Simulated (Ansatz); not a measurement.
## ZrSi2 (Cmcm, No. 63): cohesive energy by level of theory

No measured value is used here.

```
level (code)     value (eV/atom)  cell (Å³/atom)
---------------  ---------------  --------------
LDA (Ansatz)                   ?           16.02
PBE (Ansatz)                   ?           16.80
PBEsol (Ansatz)             6.32           16.31
r²SCAN (Ansatz)             5.67           16.75
HSE06 (Ansatz)              5.66           16.55
PBE0 (Ansatz)               5.65           16.51
```

### Question
Complete the blanks.

### Answer

- LDA (Ansatz, a quantum-chemistry and plane-wave program), value (eV/atom): 6.76
- PBE (Ansatz), value (eV/atom): 5.77

LDA, PBE, PBEsol, r²SCAN, HSE06, PBE0: the relaxation could not lower the start's symmetry, so the cell can be a saddle point above a distorted one. HSE06, PBE0: the free atom's electronic state is in doubt. Each level is taken at its own relaxed cell. Cutoffs and k meshes differ between the levels. Ansatz's density-functional and Hartree–Fock values are scalar-relativistic unless marked +SOC, with PAW data made under PBE.
